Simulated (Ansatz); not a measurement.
Consider SiC in the zinc blende structure (space group F-43m, No. 216; a = 4.356 Å). Axes: x, y, z lie along the cube axes.

Structures relaxed with r2SCAN (Ansatz, a first-principles code; PAW; 500 eV plane waves; no spin-orbit coupling).

Base:

Simulated powder pattern, Cu Kα1, λ = 1.54056 Å (kinematic, ideal powder, no thermal factors, no anomalous dispersion; the 14 strongest lines at most, above 2 %, up to 2θ = 90°):

```csv
2θ (°),I/Imax (%),hkl
35.67,100,(111)
41.42,18,(200)
60.02,46,(220)
71.81,35,(311)
75.54,5.0,(222)
```

After one change:

Simulated powder pattern, Cu Kα1, λ = 1.54056 Å (kinematic, ideal powder, no thermal factors, no anomalous dispersion; the 14 strongest lines at most, above 2 %, up to 2θ = 90°):

```tsv
2θ (°)	I/Imax (%)
34.83	100
36.58	91
41.42	12
41.50	23
57.75	17
60.08	58
62.47	13
70.33	24
71.30	12
72.38	10
73.53	5.1
73.56	20
77.76	4.5
```

Question: Which of these changes matches the shifts?
A) biaxial strain −3.84 %, plane normal [001], relaxed out of plane
B) isotropic strain −4.35 %
C) strain tensor (xx, yy, zz, yz, xz, xy) = (−1.57, +0.90, −0.58, +0.34, −1.14, −0.42) %
D) tensor shear ε_yz = +3.56 %

Answer: D, tensor shear ε_yz = +3.56 %. Its volume per atom is 10.32 Å³ against 10.33 Å³, and its space group is Imm2 (No. 44).

Stability against distortions was not tested.
